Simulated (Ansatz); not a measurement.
**Input and output of a self-consistent single point for Zr (P6_3/mmc, 2 atoms in the cell) (Ansatz, a quantum-chemistry and plane-wave program)**

Level of theory: PBE (plane waves, PAW; Ansatz).

This input was run:

Ansatz 0.2 input:
```yaml
crystal:
  lattice:
    - [1.623075, -2.811248, 0.000000]
    - [1.623075, 2.811248, 0.000000]
    - [0.000000, 0.000000, 5.175750]
  atoms:
    - { symbol: Zr, position_ang: [1.623075, 0.937083, 1.293937] }
    - { symbol: Zr, position_ang: [1.623075, -0.937083, 3.881812] }
basis:
  ecutwfc: 30.9 Ry
kpoints:
  mp_grid:
    grid: [12, 12, 7]
hamiltonian:
  xc: pbe
  pseudopotentials:
    kind: paw
scf:
  occupations:
    method: gaussian
    width: 0.0073 Ry
output:
  forces: true
  eigenvalues: true
  stress: true
```

Output (repeated stretches shortened):

```
WARN ansatz: RAYON_NUM_THREADS=1 ignored (pool sized by the plan → 1); use --threads N
Pseudopotentials: kind: paw
Pseudopotential: Zr, paw, valence charge 12
Crystal: 2 atoms, lattice volume = 47.233 Å³
Basis set: ecut = 420.4159175005146 eV, 941 PW (Γ), exchange–correlation on 48×48×72 points (8 copies of the dense FFT grid, shifted against one another)
Bands: 16, of which v1, the nominal top of the filled ones, is band 12 counted from 1 (11 counted from 0)
Symmetry: 24 space group operations
Space group: P63/mmc (ITA 194), of the structure as read, at distance tolerance 3.6e-5 Å
k-points: 76 of 1008
Initial density: superposition of atomic densities (neutral atoms: chi_scale 0, normalization atom), corrected by the library's trained network
Initial wavefunctions: pseudopotential atomic-orbital guess
Eigensolver: davidson
Functional: x = pbe(κ = 0.804, μ = 0.2195149727645171), c = pbe(β = 0.06672455060314922)
SCF iter   1: F=—  HF=-8367.672753 eV  |F-HF|=—  |Δ(HF+E_count)|=         —  Δρ=3.16e-3  dr2=2.07e-3  ethr=1.77e-3  ⟨swp⟩=4.8  Hψ=5157  notcnv=0
all-band conjugate gradients solve this SCF's bands
preconditioner: auto → Kerker (q_TF=auto, 2.437 Å⁻¹)
SCF iter   2: F=—  HF=-8367.671817 eV  |F-HF|=—  |Δ(HF+E_count)|=   9.36e-4  Δρ=1.90e-3  dr2=8.13e-4  ethr=8.63e-6  ⟨swp⟩=2.9  Hψ=2671  notcnv=0
SCF iter   3: F=—  HF=-8367.672115 eV  |F-HF|=—  |Δ(HF+E_count)|=   2.98e-4  Δρ=3.00e-4  dr2=2.96e-5  ethr=3.39e-6  ⟨swp⟩=2.9  Hψ=2096  notcnv=0
SCF iter   4: F=—  HF=-8367.672107 eV  |F-HF|=—  |Δ(HF+E_count)|=   7.78e-6  Δρ=9.70e-5  dr2=3.75e-6  ethr=1.23e-7  ⟨swp⟩=2.9  Hψ=2050  notcnv=0
iter 5 did not close the SCF: its close was put off for the readings that it lacked (scf_convergence_deferred on its scf_iter line)
SCF iter   5: F=-8367.672107 eV  HF=-8367.672107 eV  |F-HF|=1.41e-9  |Δ(HF+E_count)|=   1.58e-7  Δρ=1.41e-5  dr2=6.74e-8  ethr=1.56e-8  ⟨swp⟩=3.0  Hψ=2123  notcnv=0
SCF iter   6: F=-8367.672107 eV  HF=-8367.672107 eV  |F-HF|=8.00e-10  |Δ(HF+E_count)|=   1.10e-8  Δρ=2.70e-6  dr2=2.71e-9  ethr=2.81e-10  ⟨swp⟩=2.1  Hψ=3921  notcnv=0
SCF 1 converged in 6 iterations: F = -8367.672107 eV  dr2 = 2.71e-9
SCF converged after 6 iterations
Free energy (F): -8367.672107 eV
Harris-Foulkes:  -8367.672107 eV  (|F-HF|=8.00e-10)
Internal energy: -8367.660145 eV  (E = F + TS)
E sigma→0 (E₀):  -8367.666126 eV
Entropy (-TS):   -0.011962 eV (-5.981 meV/atom)
Fermi energy:    13.784332 eV
--- Per-component energies (eV) ---
  E_band       = -199.596331
  E_kinetic    = 664.418030
  E_local      = -1267.052956  (includes V_loc(G=0)·N_el)
  E_nonlocal   = 160.928698
  E_hartree    = 392.035761
  E_xc         = -322.622923
  E_vxc        = -380.916398  (∫ρ·V_xc dr)
  E_paw        = -5908.180872  (= ΣΔE_a)
  E_vpaw       = -161.044017  (= ΣTr[D̂ρ^β])
  E_aug_tail   = 0.000049  (compensation charges beyond the density's cutoff)
  E_ewald      = -2087.185931
  E_smearing   = -0.011962  (= −TS)
  E_closure    = -0.000000  (closes the sum)
  Σ components = -8367.672107   (vs F -8367.672107, Δ=0.00e0)
--- Forces (eV/Å), atoms counted from 1 ---
  atom   1  Zr    -0.00000000    -0.00000000     0.00000000
  atom   2  Zr     0.00000000     0.00000000     0.00000000
  max |Σ_I F_I| component: 1.85e-17 eV/Å
--- Stress (GPa, compression-positive) ---
       -0.965484       0.000000       0.000000
       -0.000000      -0.965484       0.000000
        0.000000       0.000000      -0.577725
  P = ⅓ Tr σ = -0.8362 GPa (-8.362 kbar)
  The stress holds the Pulay correction. Without it, at fixed plane waves, as pw.x and ABINIT print it: P = -0.8539 GPa
--- Band table (eV; the first three rows and the last of 76) ---
  k-point 0: bands = ["-35.0777", "-34.9324", "-13.5808", "-12.7501", "-12.7501", "-12.6207", "-12.6152", "-12.6152", "8.1526", "10.7833", "14.6354", "14.6354", "14.7710", "14.8868", "15.3118", "15.3118"]
  k-point 1: bands = ["-35.0706", "-34.9397", "-13.5361", "-12.7435", "-12.7435", "-12.6715", "-12.6220", "-12.6220", "8.3200", "10.7656", "14.5514", "14.5514", "14.5855", "14.6413", "15.1880", "15.1880"]
  k-point 2: bands = ["-35.0507", "-34.9601", "-13.4096", "-12.8118", "-12.7249", "-12.7249", "-12.6408", "-12.6408", "8.7932", "10.6222", "14.0299", "14.3110", "14.4531", "14.4531", "14.9129", "14.9129"]
  k-point 75: bands = ["-34.9155", "-34.9155", "-13.3524", "-13.3524", "-13.1705", "-13.1025", "-12.7795", "-12.7795", "12.3673", "12.3673", "12.3967", "12.6075", "13.7402", "13.7402", "15.6116", "16.0592"]
```

The run converged in 6 iterations.

The starting cell has typed, rounded lattice constants, without a prior relaxation at this level. Its lattice was rescaled by up to half a per cent. Ansatz's pressure includes its estimate of the finite-basis (Pulay) stress.
